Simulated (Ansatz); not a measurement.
The starting structures come from a database of crystals and need not be the phases stable at ambient conditions.

Tunnelling through a barrier is set by its complex band structure: the current falls as exp(−2κd) with the smallest κ.

Consider the following.

```
Cu2Sc2Sr3O5S2
1.0
    5.79304     0.00000     0.00000
    2.89652    13.07918     0.00000
    2.89652     0.00000     2.89652
Sr Sc Cu S O
3 2 2 2 5
Cartesian
  2.89652   0.00000   0.00000
  5.79304   9.28936   0.00000
  2.89652   3.78982   0.00000
  5.79304   1.99562   0.00000
  2.89652  11.08356   0.00000
  7.24130   6.53959   1.44826
  4.34478   6.53959   1.44826
  5.79304   5.21022   0.00000
  2.89652   7.86896   0.00000
  0.00000   0.00000   0.00000
  7.24130   2.26845   1.44826
  4.34478  10.81073   1.44826
  4.34478   2.26845   1.44826
  7.24130  10.81073   1.44826
```

Space group of this cell: I4/mmm. The cell is taken as given; by r2SCAN its mean pressure is -2.5 GPa.

Transport runs along the normal of the first two printed cell vectors, the (110) plane of the conventional cell.

The gap is the functional's own, uncorrected, and κ follows it; spin-orbit coupling is left out. Mid-gap values are interpolated between the computed energies.

Task: State the band gap and the smallest decay constant κ at mid-gap according to r2SCAN run with Ansatz (a quantum-chemistry and plane-wave program).

Result: Gap 2.16 eV on a 10×10×10 mesh; κ = 0.247 1/Å, at the zone centre.
